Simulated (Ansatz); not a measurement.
Ansatz (a first-principles code) run on V₅Ge₃ (P6_3/mcm, 16 atoms in the cell): self-consistent single point.

Method of the run: PBEsol, default PAW files made with PBE (plane waves; Ansatz).

The change in words: lattice scaled by 1.03; basis.ecutwfc: 420 eV → 250 eV. Reference geometry:
```xyz
16
Lattice="7.2770 0.0000 0.0000 -3.6385 6.3021 0.0000 0.0000 0.0000 4.9630" Properties=species:S:1:pos:R:3 pbc="T T T"
V      0.0000     4.2014     0.0000
V      3.6385     2.1007     2.4815
V      3.6385     2.1007     0.0000
V      0.0000     4.2014     2.4815
Ge     4.4390     0.0000     1.2408
Ge     2.2195     3.8443     3.7222
Ge    -2.2195     3.8443     1.2408
Ge     2.8380     0.0000     3.7222
Ge     1.4190     2.4578     1.2408
Ge    -1.4190     2.4578     3.7222
V      1.8193     0.0000     1.2408
V      0.9096     1.5755     3.7222
V     -0.9096     1.5755     1.2408
V      5.4577     0.0000     3.7222
V      2.7289     4.7266     1.2408
V     -2.7289     4.7266     3.7222
```
Moments meant for the start (each program seeds them in its own way; μB, in the order of the atoms V V V V Ge Ge Ge Ge Ge Ge V V V V V V): 2.0 2.0 2.0 2.0 0.0 0.0 0.0 0.0 0.0 0.0 2.0 2.0 2.0 2.0 2.0 2.0.

Reference input (self-consistent single point, DFT, PBEsol, plane waves, default PAW files made with PBE): basis.ecutwfc = 420 eV; kpoints.mp_grid.grid = 4 4 5; hamiltonian.xc = pbesol; hamiltonian.pseudopotentials = {kind: paw} (the program's default PAW files); magnetization.spin_polarized = true; scf.occupations.method = cold; scf.occupations.width = 0.1 eV. This run's input differs from it in these lines:

Ansatz 0.2 input:
```diff
@@ -2,5 +2,5 @@
   lattice:
-    - [7.277000, 0.000000, 0.000000]
-    - [-3.638500, 6.302067, 0.000000]
-    - [0.000000, 0.000000, 4.963000]
+    - [7.495310, 0.000000, 0.000000]
+    - [-3.747655, 6.491129, 0.000000]
+    - [0.000000, 0.000000, 5.111890]
   atoms:
@@ -23,3 +23,3 @@
 basis:
-  ecutwfc: 420.0
+  ecutwfc: 250.0
 kpoints:
```

Output (repeated stretches shortened):

```
SCF iter   1: F=—  HF=-54368.086190 eV  |F-HF|=—  |Δ(HF+E_count)|=         —  Δρ=1.24e-1 (↑1.24e-1 ↓5.45e-2)  dr2=1.82e1  dr2_m=1.64e1  M=4.093 μB ∫|m|=5.086 μB  β_m=0.30  ethr=3.10e-3  ⟨swp⟩=5.0  Hψ=10196  notcnv=0
Mixer restart at iter 1: flushing history
all-band conjugate gradients solve this SCF's bands
preconditioner: auto → Kerker (q_TF=auto, 2.661 Å⁻¹)
spin=Collinear: Kerker preconditioning applied to the charge; magnetization (m = ρ↑ − ρ↓) channel mixes plain (no charge-response kernel on spin).
   [... lines left out ...]
SCF iter  17: F=—  HF=-54356.210726 eV  |F-HF|=—  |Δ(HF+E_count)|=   4.46e-8  S|Δr|=    0.00e0  Δρ=3.21e-6 (↑3.21e-6 ↓2.68e-6)  dr2=1.45e-7  dr2_m=5.51e-9  M=4.473 μB ∫|m|=7.587 μB  β_m=0.91  ethr=1.75e-10  ⟨swp⟩=2.0  Hψ=3536  notcnv=0
SCF iter  18: F=-54356.210726 eV  HF=-54356.210726 eV  |F-HF|=3.87e-9  |Δ(HF+E_count)|=   2.14e-9  S|Δr|=    0.00e0  Δρ=8.42e-7 (↑6.89e-7 ↓8.42e-7)  dr2=4.52e-9  dr2_m=9.44e-10  M=4.473 μB ∫|m|=7.587 μB  ethr=4.67e-11  ⟨swp⟩=2.1  Hψ=6055  notcnv=0
SCF 1 converged in 18 iterations: F = -54356.210726 eV  dr2 = 4.52e-9
WARN: the starting moments were not kept: 4 of 10 ended reversed and 6 kept their direction, counting a site from 0.1 of the cell's largest site moment …
   [... lines left out ...]
Absolute magnetization: 7.5894 μB (∫|ρ↑−ρ↓|, with the PAW one-centre terms)
Free energy (F): -54356.210726 eV
Fermi energy:    13.960337 eV
   [... lines left out ...]
  atom  16  V      0.13056755    -0.22614963     0.00000000
--- Stress (GPa, compression-positive) ---
      -18.366401       0.000000       0.000000
        0.000000     -18.366401       0.000000
        0.000000       0.000000     -14.782982
  P = ⅓ Tr σ = -17.1719 GPa (-171.719 kbar)
  The stress holds the Pulay correction. Without it, at fixed plane waves, as pw.x and ABINIT print it: P = -104.3165 GPa
```

The run converged in 18 iterations. Against the reference run the free energy rises by 1.46 eV/atom, the pressure goes from -6.88 to -17.17 GPa, the largest force goes from 0.117 to 0.261 eV/Å and the size of the net moment goes from 0.13 to 0.28 μB/atom.

The starting cell comes from a database of published, mostly measured structures (it also holds non-ambient and calculated ones), without a prior relaxation at this level. For this run, on top of that: lattice scaled by 1.03. The magnetic order is the one reached from the typed start; others were not searched systematically. The program warned that a starting moment was not kept. Ansatz's pressure includes its estimate of the finite-basis (Pulay) stress. Without the estimate this run gives -104.32 GPa. The cutoff lies below the one recommended for these files.

Cost on one core of a shared machine: roughly 80 s.
